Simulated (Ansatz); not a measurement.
**BiAu2 in the cubic Laves (MgCu2 type) structure (space group Fd-3m, No. 227)**

```xyz
6
Lattice="0.0000 3.9724 3.9724 3.9724 0.0000 3.9724 3.9724 3.9724 0.0000" Properties=species:S:1:pos:R:3 pbc="T T T"
Bi     0.0000     0.0000     0.0000
Bi     1.9862     1.9862     1.9862
Au     2.9793     2.9793     4.9655
Au     2.9793     4.9655     2.9793
Au     4.9655     4.9655     4.9655
Au     4.9655     2.9793     2.9793
```

Method: PBEsol, PAW, 420 eV (Ansatz, a quantum-chemistry and plane-wave program; no spin-orbit coupling). Γ-centred 10×10×10 mesh, Fermi–Dirac width 0.05 eV.

| Quantity | Value |
|---|---|
| Volume per atom | 20.89 Å³ |
| Density | 15.97 g/cm³ |
| Band gap | zero |
| Total energy | -12752.129 eV/atom (σ→0; compares only within this code and set-up) |

No phonon test of stability was made.
